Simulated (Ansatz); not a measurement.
# Defect calculation: Be_Al in corundum

Method: PBE, PAW (plane waves to 420 eV; Ansatz, an electronic-structure program). Cell: 120 sites, 2×2×1; final energies on a 2×2×2 Γ-centred mesh. Site at the start: the Al site. Charged cells carry a point-charge image correction with potential alignment at far atoms. Dielectric constants: PBE linear response of the host. Host gap at this level: 5.85 eV. These values are not converged in cell size to better than tenths of an eV. Levels are measured in PBE's own, too narrow, gap. Spin–orbit coupling is left out. Each state is the lowest found from its start.

```
charge         moment (μB)  point group  largest move off a lattice site (Å)  image correction with alignment (eV)
------  ------------------  -----------  -----------------------------------  ------------------------------------
+1†     not spin-polarised            –                                 0.73                                  0.01
0†                     1.0            –                                 0.72                                  0.00
−1      not spin-polarised           C3                                 0.59                                  0.25
```

† Not settled in this cell, so no level is given: charge +1: a level filled in part, carriers not clearly localised, level within 0.1 eV of a band edge or past it; charge 0: a level filled in part.

Point groups are those of the whole cell at tolerances of 0.03 and 0.1 Å ("near" where only the looser one holds); none is given for unsettled states.

Flagged in the runs: a host whose relaxation on this sampling wasn't shown to rest.

All states together cost very roughly 2.4 core-hours.
